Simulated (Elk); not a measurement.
A self-consistent single point of HfN (I4mm, 2 atoms in the cell) with Elk.

Level of theory: Elk with PBEsol, all-electron FP-LAPW, Elk's shipped species files, default APW+lo basis.

```yaml
crystal:
  lattice:
    - [0.00000, 2.24870, 2.24870]
    - [2.24870, 0.00000, 2.24870]
    - [2.24870, 2.24870, 0.00000]
  atoms:
    - { symbol: Hf, position: [0.01112, 0.01112, 0.98888] }
    - { symbol: N, position: [0.50000, 0.50000, 0.50000] }
```

Reference input (self-consistent single point, DFT, PBEsol, all-electron FP-LAPW, Elk's shipped species files, default APW+lo basis): xctype = 22; rgkmax = 7; stype = 3; swidth = 0.00367493 Ha; ngridk = 6 6 6; rmtscf = 0.84. This run's input differs from it in these lines:

```diff
@@ -16,3 +16,3 @@
 swidth
-  0.00367493
+  0.000734986
 
@@ -39,3 +39,3 @@
 ngridk
-  6 6 6
+  14 14 14
```

Log, with long lists cut:

```
│ Self-consistent loop started │
│ Loop number : 1 │
 total energy                :     -15139.7416361
│ Loop number : 2 │
 total energy                :     -15140.3132696
RMS change in Kohn-Sham potential (target) :    1.812553675     (  0.1000000000E-05)
Absolute change in total energy (target)   :   0.5716334912     (  0.1000000000E-03)
│ Loop number : 3 │
 total energy                :     -15139.7711621
RMS change in Kohn-Sham potential (target) :    1.780641768     (  0.1000000000E-05)
Absolute change in total energy (target)   :   0.3991991011     (  0.1000000000E-03)
│ Loop number : 4 │
   [... lines left out ...]
Absolute change in total energy (target)   :   0.2369840022E-03 (  0.1000000000E-03)
│ Loop number : 15 │
 total energy                :     -15148.0420314
RMS change in Kohn-Sham potential (target) :   0.2117968308E-05 (  0.1000000000E-05)
Absolute change in total energy (target)   :   0.1164610567E-03 (  0.1000000000E-03)
│ Loop number : 16 │
 total energy                :     -15148.0420273
RMS change in Kohn-Sham potential (target) :   0.2701980677E-06 (  0.1000000000E-05)
Absolute change in total energy (target)   :   0.3325090256E-04 (  0.1000000000E-03)
Convergence targets achieved

│ Loop number : 17 │

Energies :
 Fermi                       :     0.538950182487
 total energy                :     -15148.0420205

Density of states at Fermi energy :    29.46396384
 (states/Hartree/unit cell)

Estimated indirect band gap :   0.6412791925E-03
 from k-point     13 to k-point    139
Estimated direct band gap   :   0.1008292874E-01
 at k-point      3

Charges :
 core                        :    48.00000000
 valence                     :    31.00000000
 interstitial                :    3.850198623
 muffin-tins (core leakage)
  species :    1 (Hf)
   atom    1                 :    69.47748998     (  0.1061165570E-04)
  species :    2 (N)
   atom    1                 :    5.672311394     (  0.3929816111E-05)
 total in muffin-tins        :    75.14980138
 total calculated charge     :    78.99593460
 total charge                :    79.00000000
 error                       :   0.4065398030E-02

│ Self-consistent loop stopped │
```

The run converged in 17 iterations. The count includes the last loop, which Elk runs after its targets are met. Against the reference run the free energy rises by 21.1 meV/atom.

The starting cell has typed, rounded lattice constants, without a prior relaxation at this level. Its lattice was rescaled by up to half a per cent. One atom was moved a little off its site on purpose. Spin-orbit coupling is off. Values depend on the basis (sphere radii, cutoffs, local orbitals), which need not be converged. The log's line on a gap gives a spacing of levels on this mesh, which the program prints for metals too.
